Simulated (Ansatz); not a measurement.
## How the equilibrium lattice constant a of TiC₂ (model structure, P-3m1, No. 164, 3 atoms in the cell) moves with the method

No measured value is used here.

```
level (code)     value (Å)
---------------  ---------
LDA (Ansatz)           [?]
PBE (Ansatz)         2.613
PBEsol (Ansatz)      2.599
r²SCAN (Ansatz)      2.607
```

Question: Fill in the missing entries.

Answer: 
- LDA (Ansatz, a program for electronic structure), value (Å): 2.581

Cutoffs differ between the levels. Ansatz's density-functional and Hartree–Fock values are scalar-relativistic unless marked +SOC, with PAW data made under PBE.

A model structure was made by putting elements into a prototype or built by hand; it is no filed structure, need not be a known phase, and can be a saddle point held by its symmetry.
